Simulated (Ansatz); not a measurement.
CuI (P6_3mc) under hydrostatic pressure: hole conductivity mass by PBEsol with spin-orbit coupling, rigid bands (plane waves, PAW; Ansatz, a quantum-chemistry and plane-wave program). The unloaded cell, whose axes the loads refer to:

```
CuI
1.0
    4.18683     0.00000     0.00000
   -2.09341     3.62590     0.00000
    0.00000     0.00000     6.89765
Cu I
2 2
Cartesian
  2.09341   1.20863   6.02673
  0.00000   2.41727   2.57791
  2.09341   1.20863   3.45754
  0.00000   2.41727   0.00871
```

| hydrostatic pressure (GPa) | volume per atom (Å³) | hole conductivity mass (mₑ) |
|---|---|---|
| -2 | 27.41 | 0.841 |
| 0 | 26.18 | 0.757 |
| 2 | 25.23 | 0.694 |
| 5 | 24.11 | ? |
| 10 | 22.72 | 0.537 |

Task: Fit a straight line to ln(hole conductivity mass) against the load over the rows given, and predict the row at 5 GPa.

Result: The means are x̄ = 2.500 GPa and ȳ = -0.3596; Σ(x − x̄)(y − ȳ) = -3.005 and Σ(x − x̄)² = 83.00, so the slope is -3.62 % per GPa, and the rows given lie within 2.4 % of the line. At 5 GPa the line gives 0.638 mₑ; the calculation gives 0.621 mₑ, 2.7 % from it.

Masses are for dilute carriers at 300 K, harmonic means over directions unless an axis is named. Stresses and pressures are the targets of the relaxation. The structure type is held at every load. Geometry: cell and atoms relaxed with PBEsol.
